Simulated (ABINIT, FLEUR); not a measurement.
A FLEUR input for a self-consistent single point of LaNiGe3 (I4mm, 5 atoms in the cell) (DFT, PBEsol, all-electron FLAPW (FLEUR), scalar-relativistic valence):

Input of the input generator:

```
LaNiGe3
&input film=f /
-0.3824275134 0.3824275134 0.8411292374
0.3824275134 -0.3824275134 0.8411292374
0.3824275134 0.3824275134 -0.8411292374
10.9077037302
1.0 1.0 1.0

5
57 0.5719000000 0.5719000000 0.0000000000
28 0.2340900000 0.2340900000 0.0000000000
32 0.8299300000 0.3299300000 0.5000000000
32 0.3299300000 0.8299300000 0.5000000000
32 0.9909600000 0.9909600000 0.0000000000

&comp jspins=1 /
&exco xctyp='PBEs' /
&kpt div1=6 div2=6 div3=6 gamma=t /
&end /
```

```xml
<?xml version="1.0" encoding="UTF-8" standalone="no"?>
<fleurInput fleurInputVersion="0.39">
   <comment>
      LaNiGe3                                                                                             
   </comment>
   <calculationSetup>
      <cutoffs Kmax="3.9" Gmax="15.6" GmaxXC="15.6" numbands="0"/>
      <scfLoop itmax="80" minDistance="0.00001" maxIterBroyd="15" imix="Anderson" alpha="0.05" precondParam="0.0" spinf="2.0"/>
      <coreElectrons ctail="T" frcor="F" kcrel="0" coretail_lmax="0"/>
      <xcFunctional name="PBEs" relativisticCorrections="F"/>
      <magnetism jspins="1"/>
      <soc l_soc="F" theta="0.0" phi="0.0" spav="F"/>
      <expertModes spex="0" secvar="F"/>
      <geometryOptimization l_f="T" forcealpha="1.0" forcemix="BFGS" epsdisp="0.00001" epsforce="0.00001"/>
      <ldaU l_linMix="F" mixParam="0.05" spinf="1.0"/>
   </calculationSetup>
   <cell>
      <bzIntegration valenceElectrons="69.0" mode="gauss" fermiSmearingEnergy="0.00734986">
         <kPointListSelection listName="default-1"/>
         <!-- k-points included here -->
         <xi:include xmlns:xi="http://www.w3.org/2001/XInclude" href="kpts.xml"> </xi:include>
      </bzIntegration>
      <!-- symmetry operations included here -->
      <xi:include xmlns:xi="http://www.w3.org/2001/XInclude" href="sym.xml"> </xi:include>
      <bulkLattice scale="1.0">
         <bravaisMatrix>
            <row-1>   -4.1714060144442904     4.1714060144442904     9.1747885203682618</row-1>
            <row-2>    4.1714060144442904    -4.1714060144442904     9.1747885203682618</row-2>
            <row-3>    4.1714060144442904     4.1714060144442904    -9.1747885203682618</row-3>
         </bravaisMatrix>
      </bulkLattice>
   </cell>
   <atomSpecies>
      <species name="Lanthanum (La)" element="La" atomicNumber="57">
         <mtSphere radius="2.63" gridPoints="925" logIncrement="0.014"/>
         <atomicCutoffs lmax="10" lnonsphr="8"/>
         <electronConfig flipSpins="F">
            <coreConfig>(1s1/2) (2s1/2) (2p1/2) (2p3/2) (3s1/2) (3p1/2) (3p3/2) (4s1/2) (3d3/2) (3d5/2) (4p1/2) (4p3/2) (4d3/2) (4d5/2)</coreConfig>
            <valenceConfig>(5s1/2) (5p1/2) (5p3/2) (6s1/2) (5d3/2) (5d5/2)</valenceConfig>
            <stateOccupation state="(5d3/2)" spinUp="0.2" spinDown="0.2"/>
            <stateOccupation state="(5d5/2)" spinUp="0.3" spinDown="0.3"/>
         </electronConfig>
         <energyParameters s="6" p="6" d="5" f="4"/>
         <lo type="SCLO" l="0" n="5" eDeriv="0"/>
         <lo type="SCLO" l="1" n="5" eDeriv="0"/>
      </species>
      <species name="Nickel (Ni)" element="Ni" atomicNumber="28">
         <mtSphere radius="2.03" gridPoints="717" logIncrement="0.017"/>
         <atomicCutoffs lmax="8" lnonsphr="6"/>
         <electronConfig flipSpins="F">
            <coreConfig>(1s1/2) (2s1/2) (2p1/2) (2p3/2) (3s1/2)</coreConfig>
            <valenceConfig>(3p1/2) (3p3/2) (4s1/2) (3d3/2) (3d5/2)</valenceConfig>
            <stateOccupation state="(3d3/2)" spinUp="1.6" spinDown="1.6"/>
            <stateOccupation state="(3d5/2)" spinUp="2.4" spinDown="2.4"/>
         </electronConfig>
         <energyParameters s="4" p="4" d="3" f="4"/>
         <lo type="SCLO" l="1" n="3" eDeriv="0"/>
      </species>
      <species name="Germanium (Ge)" element="Ge" atomicNumber="32">
         <mtSphere radius="2.03" gridPoints="717" logIncrement="0.017"/>
         <atomicCutoffs lmax="8" lnonsphr="6"/>
         <electronConfig flipSpins="F">
            <coreConfig>(1s1/2) (2s1/2) (2p1/2) (2p3/2) (3s1/2) (3p1/2) (3p3/2)</coreConfig>
            <valenceConfig>(4s1/2) (3d3/2) (3d5/2) (4p1/2) (4p3/2)</valenceConfig>
            <stateOccupation state="(4p1/2)" spinUp="0.3333333333333" spinDown="0.3333333333333"/>
            <stateOccupation state="(4p3/2)" spinUp="0.6666666666667" spinDown="0.6666666666667"/>
         </electronConfig>
         <energyParameters s="4" p="4" d="3" f="4"/>
         <lo type="HELO" l="2" n="4" eDeriv="0"/>
      </species>
   </atomSpecies>
   <atomGroups>
      <atomGroup species="Lanthanum (La)">
         <relPos label="                   1">-.4281000000 -.4281000000 .0000000000</relPos>
         <force calculate="T" relaxXYZ="TTT"/>
      </atomGroup>
      <atomGroup species="Nickel (Ni)">
         <relPos label="                   2">.2340900000 .2340900000 .0000000000</relPos>
         <force calculate="T" relaxXYZ="TTT"/>
      </atomGroup>
      <atomGroup species="Germanium (Ge)">
         <relPos label="                   3">-.1700700000 .3299300000 1.000/2.000</relPos>
         <relPos label="                   4">.3299300000 -.1700700000 1.000/2.000</relPos>
         <force calculate="T" relaxXYZ="TTT"/>
      </atomGroup>
      <atomGroup species="Germanium (Ge)">
         <relPos label="                   5">-.0090400000 -.0090400000 .0000000000</relPos>
         <force calculate="T" relaxXYZ="TTT"/>
      </atomGroup>
   </atomGroups>
   <output dos="F" band="F" slice="F">
      <checks vchk="F" cdinf="F"/>
      <bandDOS minEnergy="-.5*Htr" maxEnergy="0.5*Htr" sigma="0.015" storeEVData="T"/>
      <vacuumDOS vacdos="F" integ="F" star="F" nstars="0" locx1="0.0" locy1="0.0" locx2="0.0" locy2="0.0" nstm="0" tworkf="0.0"/>
      <unfoldingBand unfoldBand="F" supercellX="1" supercellY="1" supercellZ="1"/>
      <plotting iplot="0" polar="F">
         <plot TwoD="T" vec1="  1.0  0.0  0.0" vec2="  0.0  1.0  0.0" vec3="  0.0  0.0  1.0" zero="  0.0  0.0  0.0" file="plot"/>
      </plotting>
      <chargeDensitySlicing numkpt="0" minEigenval="0.0" maxEigenval="0.0" nnne="0" pallst="F"/>
      <specialOutput eonly="F"/>
      <magneticCircularDichroism mcd="F" energyLo="-10.0" energyUp="0.0"/>
   </output>
  <!-- We include the file relax.xml here to enable relaxations (see documentation) -->
  <xi:include xmlns:xi="http://www.w3.org/2001/XInclude" href="relax.xml"> <xi:fallback/> </xi:include>
</fleurInput>
```

Problem. Give the ABINIT input for the same structure, mesh, smearing and functional.

Solution. This is the input that was run; spellings and numerical settings could be chosen otherwise.

```
# LaNiGe3, JTH v2.0 PBE PAW
pp_dirpath "./"
pseudos "La.GGA_PBE-JTH.xml, Ni.GGA_PBE-JTH.xml, Ge.GGA_PBE-JTH.xml"
acell 10.9077037302 10.9077037302 10.9077037302
rprim
        -0.3824275134    0.3824275134    0.8411292374
         0.3824275134   -0.3824275134    0.8411292374
         0.3824275134    0.3824275134   -0.8411292374
natom 5
ntypat 3
znucl 57 28 32
typat 1 2 3 3 3
xcart
         0.0000000000    0.0000000000   10.4941231100
         0.0000000000    0.0000000000    4.2954524896
         0.0000000000    4.1714060139    6.0540759533
         4.1714060139    0.0000000000    6.0540759533
         0.0000000000    0.0000000000   18.1836968649
ecut 816 eV
pawecutdg 1633 eV
pawxcdev 0
ixc -116133
occopt 7
tsmear 0.2 eV
nband 46
kptopt 1
ngkpt 6 6 6
nshiftk 1
shiftk 0 0 0
nstep 100
tolvrs 1.0e-12
prtwf 0
prtden 0
enunit 2
```

Basis settings and potentials, where a program has them, do not carry over. This input uses DFT, PBEsol, plane waves, PAW (JTH v2.0 PBE PAW, files made for PBE).

The starting cell comes from a database of computed structures (which also holds hypothetical and non-ambient phases and stackings), without a prior relaxation at this level. Its lattice was rescaled by a random factor within 2.5 % of one.
